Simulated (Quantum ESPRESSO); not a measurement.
Quantum ESPRESSO is run on MoF4 (P1, 10 atoms in the cell), and the run fails. The aim is a self-consistent single point with DFT, PBEsol, plane waves, GBRV 1.5 ultrasoft (PBESOL) pseudopotentials.

Cell that was meant: a = 5.1164 Å, b = 5.3827 Å, c = 6.4375 Å, α = 113.59°, β = 110.85°, γ = 90.02°.

Part of the input:

```fortran
    ecutrho = 320
    occupations = 'smearing'
    smearing = 'gaussian'
    nspin = 2
    starting_magnetization(1) = 0.143
/
&ELECTRONS
```

The program printed (abridged):

```
 %%%%%%%%%%%%%%%%%%%%%%%%%%%%%%%%%%%%%%%%%%%%%%%%%%%%%%%%%%%%%%%%%%%%%%%%%%%%%%
     Error in routine  set_occupations (1):
      smearing requires a value for gaussian broadening (degauss)
 %%%%%%%%%%%%%%%%%%%%%%%%%%%%%%%%%%%%%%%%%%%%%%%%%%%%%%%%%%%%%%%%%%%%%%%%%%%%%%

     stopping ...
```

Read the log: what does the program object to, and what is the fix?

The fault is smearing without a width. A smearing function needs a non-zero width. To fix it, give the width. The program stopped before any SCF iteration.

The sound input it was made from differs as follows (other fixes are possible):
```diff
+    degauss = 0.00147
```

With that input, the run converged in 16 iterations: free energy E − TS -9077.1850 eV; top of the valence band (on the code's own zero) 4.21 eV; gap on the k-point mesh 0.59 eV; pressure -12.27 GPa; largest force (vector length) 2.012 eV/Å (DFT, PBEsol, plane waves, GBRV 1.5 ultrasoft (PBESOL) pseudopotentials).

On the sound input: the starting cell comes from a database of computed structures (which also holds hypothetical and non-ambient phases and stackings), without a prior relaxation at this level. Its lattice was rescaled by a random factor within 2.5 % of one. The magnetic order is the one reached from the typed start; others were not searched systematically. With a pressure of about -12 GPa the cell is away from its equilibrium volume at this level. Forces in this geometry exceed 1 eV/Å.
